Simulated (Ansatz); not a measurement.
# Si vacancy + Ga on the Si site (V_Si+Ga_Si) in silicon

All values below come from PBE, PAW (plane waves to 420 eV; Ansatz, an electronic-structure program). A 2×2×2 supercell of 64 sites was used; the energies come from a 2×2×2 shifted sampling of its zone. Sites at the start: the Si site; Si 2.37 Å away. Energies of charged states are corrected for periodic images (point charge plus alignment at distant sites). Dielectric constants: PBE linear response of the host. Host gap at this level: 0.61 eV. These values are not converged in cell size to better than tenths of an eV. The semilocal functional narrows the gap, so deep levels can fall outside it. Spin–orbit coupling is left out. Each state is the lowest found from its start.

Formation energies E_f are given with the Fermi level at the valence-band maximum. Chemical conditions: host crystal and elements as references (Δμ(Si) = 0.00 eV, Δμ(Ga) = 0.00 eV; Ga taken from its element, since no compound that bounds it was computed at this level; only phases computed here count, gases as isolated molecules at 0 K). Reference phases: Ga: alpha gallium, Si: silicon.

```tsv
charge	moment (μB)	largest move off a lattice site (Å)	image correction with alignment (eV)	E_f, host crystal and elements as references (eV)	above the lowest spin state (eV)
+1†	not spin-polarised	0.22	-0.06	–	0.00
0†	fractional	0.16	0.00	3.22	0.00
0†	fractional	0.16	0.00	3.22	0.00
−1†	fractional	0.25	0.27	–	0.00
−1†	not spin-polarised	0.23	0.27	–	0.01
−2†	fractional	0.40	0.76	–	0.00
```

† Not settled in this cell, so no level is given: charge +1: no spin-polarised start tried, level within 0.1 eV of a band edge or past it; charge 0: fractional moment, a level filled in part; charge −1: fractional moment, a level filled in part, carriers not clearly localised; charge −2: fractional moment, a level filled in part, carriers not clearly localised, level within 0.1 eV of a band edge or past it.

Starting moments that weren't kept: charge 0 began with 3 μB and ended with 0.5; charge 0 began with 1 μB and ended with 0.5; charge −1 began with 2 μB and ended with 0.5.

Flagged in the runs: a strain field that reaches the edge of the cell.

All states together cost about 60 core-minutes (a rough figure).
